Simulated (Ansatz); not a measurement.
We consider TiOF2 (P4₂/mmc, No. 131, 8 atoms in the cell; start mp-37473), described by r²SCAN (Ansatz, a program for electronic structure, plane waves, PAW).

Numerical settings: plane-wave cutoff 560 eV, 10×10×4 k mesh (along the axes of the cell as run), Fermi–Dirac smearing 0.01 eV, no spin polarisation, scalar-relativistic PAW data made under PBE.

Cell (relaxed at this level):

```cif
data_F4O2Ti2
_chemical_formula_sum 'Ti2 O2 F4'
_space_group_name_H-M_alt 'P 1'
_space_group_IT_number 1
_cell_length_a 3.76481
_cell_length_b 3.76481
_cell_length_c 7.79984
_cell_angle_alpha 90.000
_cell_angle_beta 90.000
_cell_angle_gamma 90.000
loop_
_space_group_symop_operation_xyz
  'x, y, z'
loop_
_atom_site_label
_atom_site_type_symbol
_atom_site_fract_x
_atom_site_fract_y
_atom_site_fract_z
_atom_site_occupancy
Ti1 Ti 0.00000 0.00000 0.00000 1
Ti2 Ti 0.00000 0.00000 0.50000 1
O1 O 0.50000 0.00000 0.00000 1
O2 O 0.00000 0.50000 0.50000 1
F1 F 0.50000 0.00000 0.50000 1
F2 F 0.00000 0.50000 0.00000 1
F3 F 0.00000 0.00000 0.25000 1
F4 F 0.00000 0.00000 0.75000 1
```

Give the computed band gap and bulk modulus B0.


band gap: 2.35 eV (on the SCF k mesh)
bulk modulus B0: 148 GPa

Note: the relaxation could not lower the start's symmetry, so the cell can be a saddle point above a distorted one; the bulk modulus is −V dP/dV from two relaxed cells at ±2 % in volume.

A start named mp-… is a Materials Project structure, which need not be a measured phase.
